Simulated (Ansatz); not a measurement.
Defect: O vacancy in monoclinic ZrO2, charge state +2. The step: a nearby O atom hops onto the vacant site; the atom moves 2.94 Å along (0.51, -0.06, 0.32) of the unit cell; from a vacant O site with 3 nearest neighbours to a vacant O site with 4 nearest neighbours; the moving atom starts with neighbours O at 2.55, O at 2.62, O at 2.65, O at 2.70; Zr at 2.10, Zr at 2.21, Zr at 2.27, Zr at 2.30 Å and ends with O at 2.57, O at 2.64; Zr at 2.04, Zr at 2.07, Zr at 2.20 Å. DFT values are from Ansatz (plane-wave PAW, 420 eV unless said) in a cell of 96 host sites, spin-restricted, static, with no finite-size correction. The charge state is imposed; whether it is stable for some Fermi level was not computed. Forms of the defect that were not tried may lie lower. For the PBE band: the saddle point's order was not checked.

| Level | Forward barrier (eV) | Cost of the band or of the saddle's single point |
|---|---|---|
| CHGNet universal potential (has no charge state), its own band | 1.21 | - |
| PBE, the Γ point alone, band relaxed | 1.76 | roughly 30 core-minutes |
| PBE, a 2×2×2 k-point mesh shifted by half a step, same geometries | 1.78 | very roughly 7 core-minutes |
| r2SCAN at 500 eV, the Γ point alone, same geometries | (withheld) | very roughly 2.1 core-minutes |
| HSE06, Γ point alone, same geometries | 1.89 | very roughly 17 core-minutes |

### Question
Complete the blanks.

### Answer

- r2SCAN at 500 eV, the Γ point alone, same geometries, Forward barrier (eV): 1.86

Ansatz is an electronic-structure program.
